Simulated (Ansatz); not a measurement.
Base system: HgSe in the zinc blende structure (space group F-43m, No. 216; a = 6.260 Å). Axes: x, y, z lie along the cube axes.

Calculations: PBE/PAW in Ansatz (a first-principles code), spin-orbit coupling left out.

Modification: the cell is scaled by 0.9882 in all directions, atoms relaxed at fixed cell.

**Question.** Predict the stress tensor and what it implies for the stiffness.

**Answer.** Stress of the strained cell less that of the base (GPa, compression positive):
```
    1.7     0.0     0.0
    0.0     1.7     0.0
    0.0     0.0     1.7
```

Then B = −ΔP/(ΔV/V₀) with ΔV/V₀ = -0.0350 gives secant stiffness values (nonlinear terms included at this strain): B ≈ 47 GPa.

As a check, the harmonic strain energy −½ V₀ Δσ:ε is 5.6 meV/atom; the computed energy rise is 5.4 meV/atom.

No phonon test of stability was made. The final runs are not spin-polarised.
